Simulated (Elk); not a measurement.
## Elk run on NbAs (I4_1md, 4 atoms in the cell): self-consistent single point

Method of the run: PBE, all-electron FP-LAPW, Elk's shipped species files, default APW+lo basis (Elk).

The input file:

```
tasks
  0

xctype
  20

rmtscf
  0.93

swidth
  0.00183747

maxscl
  100

scale
  12.08210982

avec
   -0.2710954999    0.2710954999    0.9235878193
    0.2710954999   -0.2710954999    0.9235878193
    0.2710954999    0.2710954999   -0.9235878193

atoms
  2
  'Nb.in'
  2
  0.7497200000  0.7497200000  0.0000000000    0.0 0.0 0.0
  0.4997200000  0.9997200000  0.5000000000    0.0 0.0 0.0
  'As.in'
  2
  0.1672800000  0.1672800000  0.0000000000    0.0 0.0 0.0
  0.9172800000  0.4172800000  0.5000000000    0.0 0.0 0.0

ngridk
  8 8 8
```

The program printed (abridged):

```
│ Elk code version 10.2.4 │

All units are atomic (Hartree, Bohr, etc.)

│ Ground-state run starting from atomic densities │

Lattice vectors :
  -3.275405601       3.275405601       11.15888946
   3.275405601      -3.275405601       11.15888946
   3.275405601       3.275405601      -11.15888946

Unit cell volume      :    478.8628453
Brillouin zone volume :   0.5179984538

Muffin-tin inner radius fraction :   0.1000000000E-01

Nuclei treated as point charges

Species :    1 (Nb)
 parameters loaded from : Nb.in
 name : niobium
 nuclear charge    :   -41.00000000
 electronic charge :    41.00000000
 atomic mass :    169357.9703
 muffin-tin radius :    2.418000000
 number of radial points in muffin-tin :    597
 atomic positions (lattice), magnetic fields (Cartesian) :
   1 :   0.00000000  0.00000000  0.00000000    0.00000000  0.00000000  0.00000000
   2 :   0.75000000  0.25000000  0.50000000    0.00000000  0.00000000  0.00000000

Species :    2 (As)
 parameters loaded from : As.in
 name : arsenic
 nuclear charge    :   -33.00000000
 electronic charge :    33.00000000
 atomic mass :    136573.7219
 muffin-tin radius :    2.232000000
 number of radial points in muffin-tin :    497
 atomic positions (lattice), magnetic fields (Cartesian) :
   1 :   0.41756000  0.41756000  0.00000000    0.00000000  0.00000000  0.00000000
   2 :   0.16756000  0.66756000  0.50000000    0.00000000  0.00000000  0.00000000

Total number of atoms per unit cell :    4

Spin treatment :
 spin-unpolarised

Number of Bravais lattice symmetries :   16
Number of crystal symmetries         :    8
Crystal has no inversion symmetry
Complex Hermitian eigensolver will be used

k-point grid :      8     8     8
k-point offset :    0.000000000       0.000000000       0.000000000
k-point set is reduced with full crystal symmetry group
Total number of k-points :      100

Muffin-tin radius times maximum |G+k| :    7.000000000
 using average radius
Maximum |G+k| for APW functions       :    3.010752688
Maximum (1/2)|G+k|²                   :    4.532315875
Maximum |G| for potential and density :    12.00000000
 potential will be trimmed for |G| > 2 gkmax
Constant for pseudocharge density :    7
Radial integration step length :    4

G-vector grid sizes :     48    48    48
Number of G-vectors :    13995

Maximum angular momentum used for
 APW functions                      :    8
 outer part of muffin-tin           :    6
 inner part of muffin-tin           :    1

Total nuclear charge    :   -148.0000000
Total core charge       :    92.00000000
Total valence charge    :    56.00000000
Total excess charge     :    0.000000000
Total electronic charge :    148.0000000

Effective Wigner radius, rₛ :   0.9175299985

Number of empty states         :   16
Total number of valence states :   44
Total number of core states    :   92

Total number of local-orbitals :   66

Exchange-correlation functional :     20     0     0
 Perdew-Burke-Ernzerhof, Phys. Rev. Lett. 77, 3865 (1996)
 gradient requirement :    1
 generalised gradient approximation (GGA)

Smearing type :    3
 Fermi-Dirac
Smearing width :   0.1837470000E-02
Effective electronic temperature (K) :    580.2271348

Mixing type :    3
 Broyden mixing, J. Phys. A: Math. Gen. 17, L317 (1984)

Kohn-Sham potential initialised from atomic data

│ Self-consistent loop started │
│ Loop number : 1 │
 total energy                :     -12164.3267792
│ Loop number : 2 │
 total energy                :     -12164.5616539
RMS change in Kohn-Sham potential (target) :   0.2307446560     (  0.1000000000E-05)
Absolute change in total energy (target)   :   0.2348747258     (  0.1000000000E-03)
│ Loop number : 3 │
 total energy                :     -12165.0823015
RMS change in Kohn-Sham potential (target) :   0.2147613244     (  0.1000000000E-05)
Absolute change in total energy (target)   :   0.5793662887     (  0.1000000000E-03)
│ Loop number : 4 │
 total energy                :     -12164.9051073
RMS change in Kohn-Sham potential (target) :   0.1886607586     (  0.1000000000E-05)
Absolute change in total energy (target)   :   0.3235269460E-01 (  0.1000000000E-03)
│ Loop number : 5 │
 total energy                :     -12164.4576417
RMS change in Kohn-Sham potential (target) :   0.7730709746E-01 (  0.1000000000E-05)
Absolute change in total energy (target)   :   0.4555537108     (  0.1000000000E-03)
│ Loop number : 6 │
 total energy                :     -12164.0272999
RMS change in Kohn-Sham potential (target) :   0.2242297772E-01 (  0.1000000000E-05)
Absolute change in total energy (target)   :   0.5442302561     (  0.1000000000E-03)
│ Loop number : 7 │
 total energy                :     -12163.6821134
RMS change in Kohn-Sham potential (target) :   0.6067131379E-03 (  0.1000000000E-05)
Absolute change in total energy (target)   :   0.4812440360     (  0.1000000000E-03)
│ Loop number : 8 │
 total energy                :     -12163.5179827
RMS change in Kohn-Sham potential (target) :   0.1240001463E-02 (  0.1000000000E-05)
Absolute change in total energy (target)   :   0.2844417325     (  0.1000000000E-03)
│ Loop number : 9 │
 total energy                :     -12163.5161746
RMS change in Kohn-Sham potential (target) :   0.8542394989E-03 (  0.1000000000E-05)
Absolute change in total energy (target)   :   0.7291860016E-01 (  0.1000000000E-03)
│ Loop number : 10 │
 total energy                :     -12163.5249568
RMS change in Kohn-Sham potential (target) :   0.2660646321E-03 (  0.1000000000E-05)
Absolute change in total energy (target)   :   0.9447377090E-02 (  0.1000000000E-03)
│ Loop number : 11 │
 total energy                :     -12163.5283973
RMS change in Kohn-Sham potential (target) :   0.2341977420E-04 (  0.1000000000E-05)
Absolute change in total energy (target)   :   0.1078622059E-02 (  0.1000000000E-03)
│ Loop number : 12 │
 total energy                :     -12163.5283304
RMS change in Kohn-Sham potential (target) :   0.8057619316E-05 (  0.1000000000E-05)
Absolute change in total energy (target)   :   0.2027848841E-03 (  0.1000000000E-03)
│ Loop number : 13 │
 total energy                :     -12163.5282405
RMS change in Kohn-Sham potential (target) :   0.2362618361E-05 (  0.1000000000E-05)
Absolute change in total energy (target)   :   0.3920519885E-04 (  0.1000000000E-03)
│ Loop number : 14 │
 total energy                :     -12163.5282808
RMS change in Kohn-Sham potential (target) :   0.3681183103E-06 (  0.1000000000E-05)
Absolute change in total energy (target)   :   0.3051187377E-04 (  0.1000000000E-03)
Convergence targets achieved

│ Loop number : 15 │

Energies :
 Fermi                       :     0.380728510097
 sum of eigenvalues          :     -7132.29009829
 electron kinetic            :      12531.6445265
 core electron kinetic       :      12004.8957054
 Coulomb                     :     -24288.8665096
 Coulomb potential           :     -19135.0514156
 nuclear-nuclear             :     -1300.28178229
 electron-nuclear            :     -26842.1180390
 Hartree                     :      3853.53331171
 Madelung                    :     -14721.3408018
 xc potential                :     -528.883209187
 exchange                    :     -398.844953013
 correlation                 :     -7.46104034258
 electron entropic           :    -0.321995343490E-03
 total energy                :     -12163.5282985

Density of states at Fermi energy :    29.27191712
 (states/Hartree/unit cell)

Estimated indirect band gap :   0.1341952287E-02
 from k-point     68 to k-point     74
Estimated direct band gap   :   0.3093736173E-02
 at k-point     51

Charges :
 core                        :    92.00000000
 valence                     :    56.00000000
 interstitial                :    8.239816388
 muffin-tins (core leakage)
  species :    1 (Nb)
   atom    1                 :    38.69261717     (  0.3678705177E-05)
   atom    2                 :    38.69261717     (  0.3678705177E-05)
  species :    2 (As)
   atom    1                 :    31.18747464     (  0.4022551793E-03)
   atom    2                 :    31.18747464     (  0.4022551793E-03)
 total in muffin-tins        :    139.7601836
 total calculated charge     :    147.9913477
 total charge                :    148.0000000
 error                       :   0.8652323314E-02

│ Self-consistent loop stopped │
```

The run converged in 15 iterations. The count includes the last loop, which Elk runs after its targets are met.

The starting cell comes from a database of computed structures (which also holds hypothetical and non-ambient phases and stackings), without a prior relaxation at this level. Spin polarisation is off. Values depend on the basis (sphere radii, cutoffs, local orbitals), which need not be converged. The log's line on a gap gives a spacing of levels on this mesh, which the program prints for metals too.

Cost on one core of a shared machine: roughly 2 min.
